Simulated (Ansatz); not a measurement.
Reference: BaMgF4 (Cmc2_1), PBEsol, rigid bands (plane waves, PAW, scalar-relativistic; Ansatz, a program for electronic structure); geometry: cell and atoms relaxed with PBEsol.

BaMgF₄ is taken in the orthorhombic space group Cmc2₁ (No. 36), Pearson symbol oS24. Conventional cell: a = 4.091 Å, b = 14.570 Å, c = 5.822 Å, α = 90.00°, β = 90.00°, γ = 90.00°. Ba on 4a sees 8 F at 2.599–2.828 Å and 1 F at 3.010 Å and 2 F at 3.364–3.409 Å. Mg on 4a is surrounded by 6 F at 1.950–2.049 Å (octahedral). F1 on 4a is coordinated by 2 Mg at 2.049 Å and 1 Ba at 2.780 Å and 2 Ba at 3.364–3.409 Å. F2 on 4a is coordinated by 1 Mg at 1.985 Å and 3 Ba at 2.604–2.651 Å (tetrahedral). F3 on 4a has 2 Mg at 1.954–2.027 Å and 2 Ba at 2.828 Å. F4 on 4a sees 1 Mg at 1.950 Å and 2 Ba at 2.599 Å and 1 Ba at 3.010 Å (tetrahedral). (Neighbours: up to the widest gap in distance over summed covalent radii, below 1.35, at either atom; cation-cation and far metal-metal contacts left out.)
(The calculation used a cell of 12 atoms; values per cell refer to that cell.)

band gap: 6.99 eV
electron conductivity mass: 0.53 mₑ
Seebeck coefficient, n-type 1e19 cm⁻³: -219 μV/K

Task: Swap Mg for Zn, keeping the structure type. How do these values move?

Result: BaZnF4 (Cmc2_1): volume per atom 14.5 to 14.7 Å³; band gap falls (6.99 eV to 4.61 eV); electron conductivity mass stays about the same (0.53 mₑ to 0.53 mₑ); Seebeck coefficient, n-type 1e19 cm⁻³ stays about the same (-219 μV/K to -219 μV/K).

Moves up to 5 % count as about the same. Masses are for dilute carriers at 300 K, harmonic means over directions unless an axis is named. Seebeck coefficients are for the stated density at 300 K, with one relaxation time for all states and whether or not that doping can be reached. Spin-orbit coupling is left out.

Formula and space group known from diffraction (Crystallography Open Database), not checked to be the room-temperature form: BaMgF4 (Cmc2_1), BaZnF4 (Cmc2_1).
